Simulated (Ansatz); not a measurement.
LuAlN2 (model structure, started from the ScAlN2 type, P3m1, No. 156, 4 atoms in the cell) was calculated with PBE (Ansatz, a quantum-chemistry and plane-wave program, plane waves, PAW).

Settings: plane-wave cutoff 520 eV, 12×12×6 k mesh (along the axes of the cell as run), Fermi–Dirac smearing 0.01 eV, scalar-relativistic PAW data made under PBE.

Cell (relaxed at this level):

Space group P3m1 (No. 156); a = b = 3.425 Å, c = 5.416 Å, α = β = 90.00°, γ = 120.00°

```
atom  site  symmetry       x       y       z
----  ----  --------  ------  ------  ------
Lu      1b       3m.  0.3333  0.6667  0.9947
N       1b       3m.  0.3333  0.6667  0.4134
Al      1c       3m.  0.6667  0.3333  0.5078
N       1c       3m.  0.6667  0.3333  0.8541
```

Question: What does this level give for the band gap and bulk modulus B0?

Answer: 
* **band gap**: 2.03 eV (on the SCF k mesh)
* **bulk modulus B0**: 141 GPa

Note: the bulk modulus is −V dP/dV from two relaxed cells at ±2 % in volume; the relaxation could raise the start's symmetry but not lower it, so the cell can be a saddle point.

Spin–orbit coupling is not included.

Computed values are for the static lattice.

A model structure was made by putting elements into a prototype or built by hand; it is no filed structure, need not be a known phase, and can be a saddle point held by its symmetry.
